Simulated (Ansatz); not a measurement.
## silicon: the defect Hf_Si

All values below come from PBE, PAW (plane waves to 420 eV; Ansatz, a quantum-chemistry and plane-wave program). Details: 64-site cell; 2×2×2 shifted k-points; start: the Si site; no spin–orbit coupling; finite-size errors of tenths of an eV.

Neighbours after relaxation, in Å: of the Hf atom: Si 2.59, Si 2.59, Si 2.59, Si 2.59.

Formation energies E_f are those of the neutral cell. Chemical conditions: impurity bounded by its compound with the host (Δμ(Si) = 0.00 eV, Δμ(Hf) = -1.63 eV, bounded by HfSi (Pnma); only phases computed here count, gases as isolated molecules at 0 K). Reference phases: Hf: hcp Hf, Si: silicon.

```csv
charge,moment (μB),point group,largest move off a lattice site (Å),"E_f, impurity bounded by its compound with the host (eV)"
0,not spin-polarised,Td,0.22,4.10
```

Point groups are those of the whole cell at tolerances of 0.03 and 0.1 Å ("near" where only the looser one holds); none is given for unsettled states.

All states together cost very roughly 11 core-minutes.
